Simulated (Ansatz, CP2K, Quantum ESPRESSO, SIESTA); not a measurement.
## One structure in several programs: LaAl (P1, 8 atoms in the cell)

Self-consistent single point, at a second geometry (atoms moved at random). First geometry:

```yaml
crystal:
  lattice:
    - [4.83233, -3.97682, 0.00000]
    - [4.83233, 3.97682, 0.00000]
    - [0.00000, 0.00000, 5.85942]
  atoms:
    - { symbol: La, position: [0.48690, 0.15832, 0.75000] }
    - { symbol: La, position: [0.51310, 0.84168, 0.25000] }
    - { symbol: La, position: [0.15832, 0.48690, 0.25000] }
    - { symbol: La, position: [0.84168, 0.51310, 0.75000] }
    - { symbol: Al, position: [0.30168, 0.69832, 0.75000] }
    - { symbol: Al, position: [0.69832, 0.30168, 0.25000] }
    - { symbol: Al, position: [0.00000, 0.00000, 0.50000] }
    - { symbol: Al, position: [0.00000, 0.00000, 0.00000] }
```

Second geometry:
```xyz
8
Lattice="4.8323 -3.9768 0.0000 4.8323 3.9768 0.0000 0.0000 0.0000 5.8594" Properties=species:S:1:pos:R:3 pbc="T T T"
La     3.1195    -1.2920     4.3792
La     6.5705     1.2758     1.4860
La     3.1649     1.3710     1.4920
La     6.5623    -1.2774     4.3925
Al     4.7850     1.5910     4.4167
Al     4.8904    -1.6098     1.4259
Al     0.0003    -0.0205     2.9003
Al    -0.0989    -0.0381     0.0154
```

Shared settings, as Ansatz (a first-principles code) writes them: kpoints.mp_grid.grid = 3 3 4; scf.occupations.method = fermi_dirac; scf.occupations.width = 0.1 eV. Potentials and cutoffs stand in the table.

```json
[
 {"code": "Ansatz", "model": "PBEsol, PAW files made with PBE", "ΔF from the first geometry (meV/atom)": "5.7", "pressure (GPa)": "-4.43", "largest force (eV/Å)": "0.358", "cutoff": "default"},
 {"code": "Quantum ESPRESSO", "model": "PBEsol, GBRV 1.5 ultrasoft (PBESOL) pseudopotentials", "ΔF from the first geometry (meV/atom)": "5.7", "pressure (GPa)": "-4.42", "largest force (eV/Å)": "0.365", "cutoff": "40 Ry"},
 {"code": "CP2K", "model": "PBEsol, GPW, DZVP-MOLOPT-SR-GTH basis, GTH-PBE potentials (GTH_POTENTIALS)", "ΔF from the first geometry (meV/atom)": "6.2", "pressure (GPa)": "-3.28", "largest force (eV/Å)": "0.429", "cutoff": "grid 500 Ry"},
 {"code": "SIESTA", "model": "GGA PBEsol, numerical atomic orbitals DZP, PseudoDojo PBEsol standard norm-conserving potentials (rewritten from UPF to PSML)", "ΔF from the first geometry (meV/atom)": "6.4", "pressure (GPa)": "-3.60", "largest force (eV/Å)": "0.523", "cutoff": "grid 300 Ry"}
]
```

Size of the force on each atom (eV/Å): Sizes of forces hide their directions.

```csv
code,La1,La2,La3,La4,Al5,Al6,Al7,Al8
Ansatz,0.071,0.077,0.358,0.147,0.269,0.281,0.168,0.221
Quantum ESPRESSO,0.070,0.074,0.365,0.140,0.265,0.272,0.169,0.221
CP2K,0.082,0.071,0.429,0.114,0.274,0.275,0.185,0.242
SIESTA,0.150,0.141,0.523,0.079,0.278,0.266,0.203,0.259
```

The spread over the programs that give each value: ΔF from the first geometry within 0.7 meV/atom; pressure within 1.15 GPa; largest force within 0.165 eV/Å.

CP2K and SIESTA use small atom-centred bases, whose incompleteness enters pressures, forces and empty levels differently from a plane-wave cutoff. Ansatz's pressure is given at a fixed set of plane waves, as the other plane-wave codes print theirs. In the pressure, CP2K (by 1.14) lies more than 1 GPa from the median of the plane-wave programs. In the force vectors, CP2K (by 0.084) and SIESTA (by 0.195) lie more than 0.08 eV/Å from the median of the plane-wave programs.

The shared mesh is coarse (it stands for a supercell whose shortest vector is 19 Å), so the values are not converged in it.

The starting cell comes from a database of computed structures (which also holds hypothetical and non-ambient phases and stackings), without a prior relaxation at this level. Its lattice was rescaled by a random factor within 2.5 % of one. For this run, on top of that: atoms moved at random.

Keys are those of Ansatz 0.2.
